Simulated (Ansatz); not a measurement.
The starting structures come from a database of crystals and need not be the phases stable at ambient conditions.

Given:

```yaml
crystal:
  lattice:
    - [3.86549, 0.00000, 0.00000]
    - [0.00000, 3.86549, 0.00000]
    - [0.00000, 0.00000, 5.45561]
  atoms:
    - { symbol: Al, position: [0.50000, 0.50000, 0.50000] }
    - { symbol: Ga, position: [0.00000, 0.00000, 0.00000] }
    - { symbol: P, position: [0.00000, 0.50000, 0.25039] }
    - { symbol: P, position: [0.50000, 0.00000, 0.74961] }
```

Space group of this cell: P-4m2. The cell is taken as given.

These are PBEsol (plane waves, PAW; Ansatz, a first-principles code) values and carry that method's errors.

The current runs along the normal of the first two printed vectors; no spin-orbit coupling. Scaled by the factor s: both lengths across the current (ions clamped). Meshes 8×8×6 and 8×8 across the current in all rows.

```
s     mean pressure (GPa)  band gap (eV)
----  -------------------  -------------
0.98                  3.4           1.33
1.00                 -0.3           1.49
1.02                 -3.4              ?
```

Q: Take the slope of the band gap against ln s from the two given rows, extrapolate to s = 1.02, and say what the run there gives.

A: Slope = (1.33 − 1.49) / ln 0.98 = 7.92 eV. The line gives 1.49 + (7.92) × ln 1.02 = 1.65 eV. The run gives 1.47 eV, 0.18 eV under the line, 113 % of the predicted step.
